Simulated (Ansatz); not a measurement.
Band structure of Sb2Se3 (Pnma, 20 atoms in the cell).

```
CELL_PARAMETERS angstrom
     12.48569     0.00000     0.00000
      0.00000     4.04158     0.00000
      0.00000     0.00000    11.83077
ATOMIC_POSITIONS crystal
  Sb 0.14032 0.75000 0.03809
  Sb 0.85968 0.25000 0.96191
  Sb 0.35968 0.25000 0.53809
  Sb 0.64032 0.75000 0.46191
  Sb 0.03381 0.25000 0.32959
  Sb 0.96619 0.75000 0.67041
  Sb 0.46619 0.75000 0.82959
  Sb 0.53381 0.25000 0.17041
  Se 0.94835 0.75000 0.12753
  Se 0.05165 0.25000 0.87247
  Se 0.55165 0.25000 0.62753
  Se 0.44835 0.75000 0.37247
  Se 0.20533 0.25000 0.19210
  Se 0.79467 0.75000 0.80790
  Se 0.29467 0.75000 0.69210
  Se 0.70533 0.25000 0.30790
  Se 0.62735 0.75000 0.05410
  Se 0.37265 0.25000 0.94590
  Se 0.87265 0.25000 0.55410
  Se 0.12735 0.75000 0.44590
```

Method: PBE, PAW files (plane waves; Ansatz, an electronic-structure program).

Settings: kpoints.mp_grid.grid = 1 3 1; hamiltonian.xc = pbe; hamiltonian.pseudopotentials = {kind: paw} (the program's default PAW files); scf.occupations.method = fixed; kpoints.band_path.npoints = 6.

The starting cell comes from a database of computed structures (which also holds hypothetical and non-ambient phases and stackings), without a prior relaxation at this level. Its lattice was rescaled by a random factor within 2.5 % of one. Spin-orbit coupling is off.

### Question
Predict the gap along the standard path and the places of the band edges.

### Answer
The gap along the path is 0.90 eV, from a point between Y and Γ to a point between Y and Γ; the smallest direct gap on it is 0.92 eV. Another conduction valley lies within 0.1 eV, so the order of the valleys is not sure.

Levels in eV from the top of the valence band on the path, bands 153 to 160:
| point | 153 | 154 | 155 | 156 | 157 | 158 | 159 | 160 |
|---|---|---|---|---|---|---|---|---|
| Γ | -0.27 | -0.15 | -0.15 | -0.10 | 1.12 | 1.27 | 1.34 | 1.37 |
| X | -0.56 | -0.56 | -0.34 | -0.34 | 1.85 | 1.85 | 1.94 | 1.94 |
| S | -0.68 | -0.68 | -0.55 | -0.55 | 1.52 | 1.52 | 1.86 | 1.86 |
| Y | -0.33 | -0.33 | -0.13 | -0.13 | 0.95 | 0.95 | 1.72 | 1.72 |
| Z | -0.24 | -0.24 | -0.01 | -0.01 | 1.08 | 1.08 | 1.42 | 1.42 |
| U | -0.43 | -0.43 | -0.43 | -0.43 | 1.89 | 1.89 | 1.89 | 1.89 |
| R | -0.71 | -0.71 | -0.71 | -0.71 | 1.76 | 1.76 | 1.76 | 1.76 |
| T | -0.39 | -0.39 | -0.23 | -0.23 | 0.96 | 0.96 | 1.72 | 1.72 |

Keys are those of Ansatz 0.2.
